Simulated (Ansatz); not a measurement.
**Si (Cmcm, No. 63, 12 atoms in the cell; start mp-1095269; another form than the element's usual one)**

Computed with LDA (PAW; Ansatz, a program for electronic structure).

Settings: plane-wave cutoff 520 eV, 10×10×4 k mesh (along the axes of the cell as run), Fermi–Dirac smearing 0.01 eV, scalar-relativistic PAW data made under PBE.

Cell (relaxed with PBEsol):

Space group Cmcm (No. 63); a = 3.823 Å, b = 10.697 Å, c = 12.654 Å, α = β = γ = 90.00°

| atom | site | symmetry | x | y | z |
|---|---|---|---|---|---|
| Si | 8f | m.. | 0.0000 | 0.2430 | 0.5549 |
| Si | 8f | m.. | 0.0000 | 0.5713 | 0.1572 |
| Si | 8f | m.. | 0.0000 | 0.0288 | 0.5906 |
(The calculation used a cell of 12 atoms; values per cell refer to that cell.)

For Si (Cmcm, No. 63, 12 atoms in the cell; start mp-1095269; another form than the element's usual one), the band gap is 0.40 eV (indirect) and the smallest direct gap on the k points sampled is 0.49 eV. The Γ–Γ gap is 1.02 eV.

Note: cell and atoms aren't relaxed at this level (largest force component 0.04 eV/Å, pressure -1.5 GPa).

Computed values are for the static lattice.

A start named mp-… is a Materials Project structure, which need not be a measured phase.
